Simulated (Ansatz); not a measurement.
Functionals compared on a constructed model of the (100) surface of germanium, top plane replaced by bridging Se, 1x1 (bottom of the slab: dihydride, held), in Ansatz (plane waves, PAW). The structure was relaxed with PBE; the other rows are single points on it. Cutoff 420 eV (500 eV for r2SCAN).

Model: 10-atom slab, 11.0 Å thick at the start with caps and adatoms (thin: gaps and levels are the slab's own), 7x7x1 mesh, Fermi-Dirac 0.025 eV, dipole correction, 4 atoms held, the rest relaxed; symmetry of the start imposed; no spin (in PBE a spin-polarised start ends no clearly lower), no spin-orbit, no U. The slab shows no gap on its mesh. It is one candidate, not shown to be the stable structure of the face. These notes are the PBE run's.

| functional | work function of the top face (eV) | rough cost of the single point |
|---|---|---|
| PBE | 5.18 | – |
| r2SCAN | [?] | roughly 70 core-seconds |

Task: Fill in the missing entries.

Result: 
- r2SCAN, work function of the top face (eV): 5.29

Ansatz is a first-principles code.
